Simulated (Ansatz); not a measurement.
We consider Sc₂AlC (P6₃/mmc, No. 194, 8 atoms in the cell; start mp-13070), described by r²SCAN in Ansatz (plane waves, PAW).

Settings: plane-wave cutoff 560 eV, 18×18×4 k mesh (along the axes of the cell as run), Fermi–Dirac smearing 0.05 eV, scalar-relativistic PAW data made under PBE.

Cell (relaxed at this level):

```cif
data_C2Al2Sc4
_chemical_formula_sum 'Sc4 Al2 C2'
_space_group_name_H-M_alt 'P63/mmc'
_space_group_IT_number 194
_space_group_name_Hall '-P 6c 2c'
_cell_length_a 3.28885
_cell_length_b 3.28885
_cell_length_c 15.04819
_cell_angle_alpha 90.000
_cell_angle_beta 90.000
_cell_angle_gamma 120.000
loop_
_atom_site_label
_atom_site_type_symbol
_atom_site_symmetry_multiplicity
_atom_site_Wyckoff_symbol
_atom_site_fract_x
_atom_site_fract_y
_atom_site_fract_z
_atom_site_occupancy
Sc1 Sc 4 f 0.33333 0.66667 0.08233 1
Al1 Al 2 d 0.66667 0.33333 0.25000 1
C1 C 2 a 0.00000 0.00000 0.00000 1
```

### Question
Predict the bulk modulus.

### Answer

- bulk modulus = 91.3 GPa

The run finds no gap.

Note: the bulk modulus is −V dP/dV from two relaxed cells at ±2 % in volume; the relaxation could not lower the start's symmetry, so the cell can be a saddle point above a distorted one.

Cost on a shared machine: very roughly 8 core-minutes.

A start named mp-… is a Materials Project structure, which need not be a measured phase.

Ansatz is an electronic-structure program.
